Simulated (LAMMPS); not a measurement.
LAMMPS 22 Jul 2025, classical MD, Buckingham with full ionic charges: MgO, 110592 atoms.

| Quantity | Result |
|---|---|
| task | MD, nve |
| potential | Buckingham with full ionic charges |
| copies of the repeat unit | 24×24×24 |
| shape (slab and sphere leave vacuum in the box) | bulk |
| temperature | 1200 K |
| steps | 150 |
| timestep | 1 fs |
| neighbor skin | 2 Å |
| neigh_modify | every 1 delay 0 check yes |
| thermo | 100 |
| kspace_style | pppm |
| pair cutoff | 10 Å |
| newton | on (default) |
| atom_modify sort (bins of 2 Å where set) | 1000 (default) |
| comm_style | brick (default) |
| kspace_modify | order 5 diff ik (default) |
| box | 101.1 × 101.1 × 101.1 Å |
| start | generated rock salt lattice, warmed in an untimed run |
| compared values | energy and forces of the first step, drift over the run |

Machine: one whole node, Arm Neoverse V2, 96 cores on 1 socket, no SMT, 1 L3 cache group.

Each time is the median wall time of two to five repeats, run one at a time on the otherwise empty machine; start-up is included. Unless noted, each process is bound to its own block of adjacent cores. The build: PyPI wheel: MPICH, OPENMP and OPT packages; another build can shift the numbers. Scratch files lie in a memory file system. A preparatory run goes ahead and isn't timed.

All on 64 ranks. The settings tried, from loose to tight:
- kspace_accuracy = 0.01
- kspace_accuracy = 0.001
- kspace_accuracy = 0.0001
- kspace_accuracy = 1e-05
- kspace_accuracy = 1e-06

The tightest serves as the yardstick; it is not itself proven converged.

Q: How far can this setting be loosened while the result keeps within 1.0 meV/atom in energy, 10 meV/Å in forces on 48 atoms, 0.20 meV an atom in drift of the total energy of the tightest run, and how much time does that save?

A: kspace_accuracy = 0.0001: 2.2 s against 14 s.

```json
[
 {"setting": "kspace_accuracy = 0.01", "wall time": "1.8 s", "difference in energy": "120 meV/atom", "difference in forces on 48 atoms": "55 meV/Å", "difference in drift of the total energy": "0.29 meV an atom"},
 {"setting": "kspace_accuracy = 0.001", "wall time": "1.9 s", "difference in energy": "7.6 meV/atom", "difference in forces on 48 atoms": "5.3 meV/Å", "difference in drift of the total energy": "0.0031 meV an atom"},
 {"setting": "kspace_accuracy = 0.0001", "wall time": "2.2 s", "difference in energy": "0.61 meV/atom", "difference in forces on 48 atoms": "0.55 meV/Å", "difference in drift of the total energy": "under 0.001 meV an atom"},
 {"setting": "kspace_accuracy = 1e-05", "wall time": "3.7 s", "difference in energy": "0.059 meV/atom", "difference in forces on 48 atoms": "0.085 meV/Å", "difference in drift of the total energy": "under 0.001 meV an atom"},
 {"setting": "kspace_accuracy = 1e-06", "wall time": "14 s", "difference in energy": "—", "difference in forces on 48 atoms": "—", "difference in drift of the total energy": "—"}
]
```
